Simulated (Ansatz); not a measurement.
Functionals compared on a F vacancy (middle of the slab) in a 3x3 cell of the 1x1 (100) surface of rock-salt LiF (cut with top plane F + Li), in Ansatz (plane waves, PAW). The structure was relaxed with PBE; the other rows are single points on it, each with its references at the same level. Cutoff 420 eV (500 eV for r2SCAN). The points keep PBE's geometry, so the relaxation of a polaron and the settling of charge on one site are left out. HSE06 used the coarser mesh 2x2x1.

Host crystal: rock-salt LiF, with a band gap (PBE, scalar-relativistic without spin-orbit coupling).

Set-up: 71 atoms, 6.1 Å thick at the start (thin: gaps and levels are the slab's own); mesh 3x3x1; 0.01 eV smearing; dipole correction on; 18 atoms held, the rest relaxed; held to the start's symmetry, so lower structures may exist; spin-polarised from one start with parallel moments (other orders not tried), ending with about 1.0 μB a cell; orders that need a larger cell were not tried, no spin-orbit, no U. These notes are the PBE run's. r2SCAN: The program's check for a lower electronic state was not made. HSE06: The program's check for a lower electronic state was not made.

A dash marks a value that is undefined for that row or was read on another mesh.

```json
[
 {"functional": "PBE", "formation energy (eV)": "6.92", "gap of the slab on its k-mesh (eV)": "1.14", "highest filled level below the top vacuum level (eV)": "2.00", "magnetic moment of the cell (μB)": "1.00"},
 {"functional": "r2SCAN", "formation energy (eV)": "(withheld)", "gap of the slab on its k-mesh (eV)": "(withheld)", "highest filled level below the top vacuum level (eV)": "(withheld)", "magnetic moment of the cell (μB)": "1.00"},
 {"functional": "HSE06", "formation energy (eV)": "7.21", "gap of the slab on its k-mesh (eV)": "–", "highest filled level below the top vacuum level (eV)": "–", "magnetic moment of the cell (μB)": "1.00"}
]
```

Question: Some entries are withheld; supply them.

Answer: 
- r2SCAN, formation energy (eV): 7.43
- r2SCAN, gap of the slab on its k-mesh (eV): 1.61
- r2SCAN, highest filled level below the top vacuum level (eV): 2.09

Ansatz is a quantum-chemistry and plane-wave program.
